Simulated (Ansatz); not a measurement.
MoIr (model structure, Fm-3m, No. 225, 2 atoms in the cell), treated with PBEsol (PAW; Ansatz, a first-principles code).

Settings: plane-wave cutoff 520 eV, 20×20×20 k mesh, Fermi–Dirac smearing 0.05 eV, no spin polarisation, scalar-relativistic PAW data made under PBE.

Cell (relaxed at this level):

```cif
data_IrMo
_chemical_formula_sum 'Ir1 Mo1'
_space_group_name_H-M_alt 'P 1'
_space_group_IT_number 1
_cell_length_a 3.61933
_cell_length_b 3.61933
_cell_length_c 3.61933
_cell_angle_alpha 60.000
_cell_angle_beta 60.000
_cell_angle_gamma 60.000
loop_
_space_group_symop_operation_xyz
  'x, y, z'
loop_
_atom_site_label
_atom_site_type_symbol
_atom_site_fract_x
_atom_site_fract_y
_atom_site_fract_z
_atom_site_occupancy
Ir1 Ir 0.00000 0.00000 0.00000 1
Mo1 Mo 0.50000 0.50000 0.50000 1
```

Task: Give the computed bulk modulus B0.

Result: 
* **bulk modulus B0**: 247 GPa

Note: the run has no spin polarisation, so it can have missed a magnetic state; the bulk modulus is −V dP/dV from two relaxed cells at ±2 % in volume; the relaxation could raise the start's symmetry but not lower it, so the cell can be a saddle point.

Spin–orbit coupling is not included.

Computed values are for the static lattice.

Computing time: around 19 core-seconds (rough).

A model structure was made by putting elements into a prototype or built by hand; it is no filed structure, need not be a known phase, and can be a saddle point held by its symmetry.
